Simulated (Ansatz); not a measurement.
# A constructed model of the (110) surface of bcc Ta, a layer of Re in place of the second plane (bottom of the slab: a bare face, its two planes held)

Computed with PBE (plane waves to 420 eV, PAW; Ansatz, a quantum-chemistry and plane-wave program).

Model: 6-atom slab, 11.5 Å thick at the start, 14x14x1 mesh, Fermi-Dirac 0.1 eV, dipole correction, 2 atoms held, the rest relaxed; start symmetry kept, larger cells not searched; no spin, no spin-orbit, no U. It is one candidate, not shown to be the stable structure of the face.

work function of the top face: 4.62 eV
energy released by relaxation: 0.11 eV
cost: roughly 4 core-minutes
